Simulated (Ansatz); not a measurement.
We consider 1T (CdI2-type) MgI₂, described by LDA (plane waves, PAW; Ansatz, a program for electronic structure).

Settings: plane-wave cutoff 520 eV, 12×12×6 k mesh (along the axes of the cell as run), Fermi–Dirac smearing 0.01 eV, scalar-relativistic PAW data made under PBE.

Starting structure:

```xyz
3
Lattice="4.1500 0.0000 0.0000 -2.0750 3.5940 0.0000 0.0000 0.0000 6.8600" Properties=species:S:1:pos:R:3 pbc="T T T"
Mg     0.0000     0.0000     0.0000
I      0.0000     2.3960     1.6601
I      2.0750     1.1980     5.1999
```

### Question
Into what structure does the relaxation of cell and atoms lead at this level, with the symmetry of the start kept?

### Answer
The volume falls by 5.9 %; final space group P-3m1.
```xyz
3
Lattice="4.0762 0.0000 0.0000 -2.0381 3.5301 0.0000 0.0000 0.0000 6.6895" Properties=species:S:1:pos:R:3 pbc="T T T"
Mg     0.0000     0.0000     0.0000
I      0.0000     2.3534     1.6569
I      2.0381     1.1767     5.0326
```
